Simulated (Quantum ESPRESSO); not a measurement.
Several settings converged on C (Fd-3m, 2 atoms in the cell)

```xyz
2
Lattice="-1.7924 0.0000 1.7924 0.0000 1.7924 1.7924 -1.7924 1.7924 0.0000" Properties=species:S:1:pos:R:3 pbc="T T T"
C      0.0000     0.0000     0.0000
C     -0.8962     0.8962     0.8962
```

Base method: PBE, SSSP 1.1.2 efficiency (PBE) pseudopotentials (plane waves; Quantum ESPRESSO).

Base settings: ecutwfc = 45 Ry; ecutrho = 360 Ry; occupations = smearing; smearing = fermi-dirac; degauss = 0.000734986 Ry; potentials = {C: C.pbe-n-kjpaw_psl.1.0.0.UPF}; K_POINTS = automatic 12 12 12 0 0 0; conv_thr = 1e-11 Ry; mixing_beta = 0.7.

**Zone-centre phonons against the cutoff**

In this ladder: occupations = fixed; smearing = default; degauss = default; nbnd = 10; ph.x.tr2_ph = 1e-14; ph.x.fildyn = dyn.G; ph.x.epsil = true; dynmat.x.fildyn = dyn.G; dynmat.x.asr = crystal. Moved along: ecutrho.

The mesh stays at the base's, so the ladder's end is converged at best in this setting alone.

Frequencies are those of the unrelaxed cell, without the LO-TO term of polar crystals.

Only quantities that move along the ladder and can be compared are tabulated.

| ecutwfc | highest zone-centre frequency (cm⁻¹) | mean ε∞ |
|---|---|---|
| 22 Ry | 1356.0 | 5.905 |
| 27 Ry | 1271.9 | 5.905 |
| 31 Ry | 1258.4 | 5.876 |
| 38 Ry | 1275.5 | 5.856 |
| 45 Ry | 1275.3 | 5.858 |
| 54 Ry | 1274.9 | 5.859 |
| 68 Ry | 1276.3 | 5.859 |

Coarsest ecutwfc that holds the mean ε∞ within 0.02 of the last step, with all finer ones: 31 Ry; the step before is off by 0.046.

Coarsest ecutwfc that holds the highest zone-centre frequency within 5 cm⁻¹ of the last step, with all finer ones: 38 Ry; the step before is off by 18 cm⁻¹.

**The dielectric constant against the mesh**

In this ladder: occupations = fixed; smearing = default; degauss = default; nbnd = 10; ph.x.tr2_ph = 1e-14; ph.x.trans = false; ph.x.epsil = true; ph.x.zeu = true.

Only quantities that move along the ladder and can be compared are tabulated.

| K_POINTS | mean ε∞ |
|---|---|
| automatic 4 4 4 0 0 0 | 7.408 |
| automatic 6 6 6 0 0 0 | 6.155 |
| automatic 10 10 10 0 0 0 | 5.866 |
| automatic 15 15 15 0 0 0 | 5.856 |
| automatic 23 23 23 0 0 0 | 5.855 |
| automatic 29 29 29 0 0 0 | 5.855 |

Coarsest K_POINTS that holds the mean ε∞ within 0.2 of the last step, with all finer ones: automatic 10 10 10 0 0 0; the step before is off by 0.30.

On the base run: the starting cell has typed, rounded lattice constants, without a prior relaxation at this level. Its lattice was rescaled by up to half a per cent. In the base run, with a pressure of about -4 GPa the cell is away from its equilibrium volume at this level.
